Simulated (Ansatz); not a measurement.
# Predicting one run from its neighbours: the energy against the vacuum, a (110) slab of WC (cut from a parent of space group no. 187; 12 atoms in the cell)

```yaml
crystal:
  lattice:
    - [2.85420, 0.00000, 0.00000]
    - [0.00000, 5.06547, 0.00000]
    - [0.00000, 0.00000, 37.31131]
  atoms:
    - { symbol: W, position: [0.00000, 0.00000, 0.40202] }
    - { symbol: C, position: [0.50000, 0.33333, 0.40202] }
    - { symbol: W, position: [0.00000, 0.50000, 0.44121] }
    - { symbol: C, position: [0.50000, 0.83333, 0.44121] }
    - { symbol: W, position: [0.00000, 0.00000, 0.48040] }
    - { symbol: C, position: [0.50000, 0.33333, 0.48040] }
    - { symbol: W, position: [0.00000, 0.50000, 0.51960] }
    - { symbol: C, position: [0.50000, 0.83333, 0.51960] }
    - { symbol: W, position: [0.00000, 0.00000, 0.55879] }
    - { symbol: C, position: [0.50000, 0.33333, 0.55879] }
    - { symbol: W, position: [0.00000, 0.50000, 0.59798] }
    - { symbol: C, position: [0.50000, 0.83333, 0.59798] }
```

Method of the run: LDA (PW92), PAW files made with PBE (plane waves; Ansatz, a quantum-chemistry and plane-wave program).

Base settings: basis.ecutwfc = 30.9 Ry; kpoints.mp_grid.grid = 7 3 1; hamiltonian.xc = lda; hamiltonian.pseudopotentials = {kind: paw} (the program's default PAW files); scf.occupations.method = gaussian; scf.occupations.width = 0.0073 Ry.

The last step of the ladder, which sets the zero, is vacuum between outermost atoms (Å) = 30.0.

The starting cell has typed, rounded lattice constants, without a prior relaxation at this level. The slab is cut from that crystal, and its faces are unrelaxed. Its lattice was rescaled by up to half a per cent. Spin polarisation is off. Forces in the cell shown exceed 1 eV/Å.

The differences are negative here: closer images bind.

An empirical form: the interaction of two facing surfaces decays exponentially with the gap, by the tails of the wave functions or, on ionic faces, by the in-plane pattern of charges: ln|ΔF| = a + b·d. One k-point is taken across the vacuum.

| vacuum (Å) | size of F less the last step's (meV/atom) | ln of it |
|---|---|---|
| 4.0 | 33.98 | 3.526 |
| 5.0 | 9.61 | 2.263 |
| 6.0 | 2.33 | 0.846 |
| 7.0 | ? | ? |
| 8.0 | 0.13 | -2.040 |

Fit the line to the 4 rows given and predict the withheld one.

Means: x̄ = 5.7500, ȳ = 1.1487. Σ(x − x̄)(y − ȳ) = -12.25 and Σ(x − x̄)² = 8.750, so b = -1.400 and a = ȳ − b·x̄ = 9.1987; the decay length is 0.71 Å. The largest residual of the fitted rows is 0.073. At x = 7.0 the line gives -0.601, that is 0.55 meV/atom. The run gave 0.52 meV/atom, a miss of 0.03 meV/atom (6 %). The table is a window of a longer ladder. The rows were chosen because the form fits them, the withheld one included, so this shows the method and is no test of the form.

Left out of this page: 7 runs of the series outside the window shown, repeating another row's setting, or not comparable.

Keys are those of Ansatz 0.2.
